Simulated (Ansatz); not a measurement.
The parent structure is RhSi (space group Pnma, No. 62; a = 5.537 Å, b = 3.061 Å, c = 6.369 Å; a cell from a computed database, its experimental status unchecked). Axes: x, y, z lie along a, b, c of the conventional cell.

Computed with plane-wave PAW DFT at the PBEsol level (Ansatz, a quantum-chemistry and plane-wave program, 420 eV), without spin-orbit coupling.

One thing is altered: an isotropic linear strain of −3.00 %, atoms relaxed at fixed cell.

Task: Predict the stress tensor and what it implies for the stiffness.

Result: Stress of the strained cell less that of the base (GPa, compression positive):
```
   27.6     0.0     0.0
    0.0    21.1     0.0
    0.0     0.0    27.3
```

Then B = −ΔP/(ΔV/V₀) with ΔV/V₀ = -0.0873 gives secant stiffness values (nonlinear terms included at this strain): B (at held cell shape, above the free-shape value) ≈ 290 GPa.

As a check, the harmonic strain energy −½ V₀ Δσ:ε is 96 meV/atom; the computed energy rise is 85 meV/atom.

Stability against distortions was not tested. The final runs are not spin-polarised.
